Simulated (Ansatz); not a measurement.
## BaS: response to strain

Base system: BaS in the rock salt structure (space group Fm-3m, No. 225; a = 6.429 Å).

Strains are applied to the cell and any free atomic positions relax.

Computed with PBE (Ansatz, an electronic-structure program, PAW, without spin-orbit coupling).

Candidates:
(a) isotropic strain −0.50 %
(b) isotropic strain −1.00 %
(c) isotropic strain +2.50 %

Notes on the quantities. energy relative to the base: free energy F.

Problem. Order them by energy relative to the base, highest first.

Solution. (c) isotropic strain +2.50 % (+22 meV/atom), (b) isotropic strain −1.00 % (+4.0 meV/atom), (a) isotropic strain −0.50 % (+1.0 meV/atom)

Stability against distortions was not tested.
